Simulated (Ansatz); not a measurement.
# Response to strain in ZnS

Take ZnS in the wurtzite structure (space group P6_3mc, No. 186) as the base.

```xyz
4
Lattice="3.8453 0.0000 0.0000 -1.9226 3.3301 0.0000 0.0000 0.0000 6.3052" Properties=species:S:1:pos:R:3 pbc="T T T"
Zn     0.0000     2.2201     0.0014
Zn     1.9226     1.1100     3.1540
S      0.0000     2.2201     2.3630
S      1.9226     1.1100     5.5156
```

Cartesian axes are those of the cell as printed.

Strains are applied to the cell and any free atomic positions relax; under biaxial strain the out-of-plane vector relaxes too.

The values are results of Kohn–Sham DFT with the PBE functional, run in Ansatz (a quantum-chemistry and plane-wave program) with PAW and 420 eV plane waves, no spin-orbit coupling, not measurements.

Notes on the quantities. pressure: mean of the normal stresses, compression positive.

```tsv
case	ratio −ε⊥/ε∥	pressure
base	–	0.00 GPa
biaxial strain −3.00 %, plane normal [001], relaxed out of plane	0.59	3.15 GPa
biaxial strain −2.40 %, plane normal [001], relaxed out of plane	0.59	?
biaxial strain −1.80 %, plane normal [001], relaxed out of plane	0.58	1.83 GPa
biaxial strain −1.20 %, plane normal [001], relaxed out of plane	0.58	1.20 GPa
biaxial strain −0.60 %, plane normal [001], relaxed out of plane	–	0.58 GPa
```

**Question.** What belongs in the blanks?

**Answer.** 
- biaxial strain −2.40 %, plane normal [001], relaxed out of plane, pressure: 2.48 GPa

No phonon test of stability was made.
